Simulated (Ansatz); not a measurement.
## Response to strain in BN

Consider BN in the zinc blende structure (space group F-43m, No. 216; a = 3.6057 Å).

Strains are applied to the cell and any free atomic positions relax.

Method: PBEsol/PAW in Ansatz (a program for electronic structure), scalar-relativistic without spin-orbit coupling.

```csv
isotropic strain (%),band gap (eV)
-2.5,4.37
-2,4.36
-1.5,4.34
-1,4.33
-0.5,4.31
0,4.30
1.5,4.25
2.5,?
3,4.20
```

**Question.** Fit E_g = E₀ + Dε (ε in %) to the rows shown and predict the withheld row.

**Answer.** Least squares on the printed values gives E₀ = 4.30 eV, D = -31.1 meV per % of strain (largest residual 0.00 eV); this predicts 4.22 eV, and the run gives 4.22 eV, in agreement.

Stability against distortions was not tested.
